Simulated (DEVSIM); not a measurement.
illuminated Si n-on-p cell, one wavelength

System: illuminated Si n-on-p cell, one wavelength, at 350 K.

```tsv
layer (left to right)	material	thickness (μm)	Nd (cm⁻³)	Na (cm⁻³)	τn (s)	τp (s)	absorption coefficient (cm⁻¹)
1	Si	0.0760	1.6e17	-	1.6e-9	3.6e-9	220
2	Si	24.0	-	4.5e16	1.3e-7	1.3e-7	220
```

Left contact: ohmic, minority hole recombination velocity 300 cm/s. Right contact: ohmic, minority electron recombination velocity 8e6 cm/s. Voltage is applied to the left contact. Recombination: SRH at mid-gap, radiative, Auger. Gap narrowing is on: ΔEg = 6.92 meV × (l + √(l² + 0.5)), l = ln(N/1.3e17 cm⁻³), shared equally by both band edges. Light enters at the left, 2e18 photons cm⁻² s⁻¹, one pass, no reflection. Mobility is μmin + (μ − μmin)/(1 + (N/Nref)^α).

This is a model device: material constants are rounded textbook-type values typed into the input, and sizes, dopings and lifetimes were drawn at random. Values at 300 K; Nc and Nv go as T^1.5, mobilities as T to minus their exponent, the gap by Varshni's rule with the affinity fixed.

```csv
parameter,Si
gap (eV),1.124
affinity (eV),4.05
permittivity,11.7
Nc (cm⁻³),2.86e19
Nv (cm⁻³),3.1e19
μn (cm²/Vs),1417
μp (cm²/Vs),470
"μn,min",52
"μp,min",45
"Nref,n",9.7e16
"Nref,p",2.2e17
αn,0.68
αp,0.72
T exponent of μn,2.3
T exponent of μp,2.2
B (cm³/s),4.7e-15
Cn (cm⁶/s),2.8e-31
Cp (cm⁶/s),9.9e-32
Varshni α (eV/K),0.000473
Varshni β (K),636
```

Simulated with DEVSIM: 1D drift-diffusion, Boltzmann statistics, complete ionisation; no tunnelling, impact ionisation, image-force lowering or self-heating.

* **Potential step across the device at zero bias**: 0.739 V
* **Largest field in the device at zero bias**: 86000 V/cm
* **Dark forward voltage at 1 A/cm²**: 0.564 V
* **Dark forward voltage at 100 A/cm²**: 0.742 V
* **Short-circuit current**: 62.1 mA/cm²
* **Open-circuit voltage**: 0.477 V
* **Fill factor**: 0.77
* **Largest power**: 22.8 mW/cm²
* **Share of generated pairs collected at short circuit**: 0.472

Current under light (generator sign):

| V (V) | J (mA/cm²) |
|---|---|
| 0.00 | 62.1 |
| 0.06 | 62.1 |
| 0.12 | 62.1 |
| 0.18 | 62.1 |
| 0.24 | 62.0 |
| 0.32 | 61.6 |
| 0.34 | 61.2 |
| 0.36 | 60.5 |
| 0.38 | 59.2 |
| 0.40 | 56.8 |
| 0.42 | 52.2 |
| 0.44 | 43.4 |
| 0.46 | 26.7 |
| 0.48 | -5.31 |

Dark forward current:

| V (V) | J (A/cm²) |
|---|---|
| -0.05 | -5.8e-7 |
| -0.10 | -2.0e-6 |
| -0.15 | -6.0e-6 |
| -0.20 | -1.9e-5 |
| -0.25 | -6.4e-5 |
| -0.30 | -0.00025 |
| -0.35 | -0.0011 |
| -0.40 | -0.0052 |
| -0.45 | -0.025 |
| -0.50 | -0.13 |
| -0.55 | -0.65 |
| -0.60 | -3.2 |
| -0.65 | -13 |
| -0.70 | -44 |
| -0.75 | -120 |
| -0.80 | -260 |
| -0.85 | -520 |
| -0.90 | -960 |
| -0.95 | -1600 |
| -1.00 | -2700 |
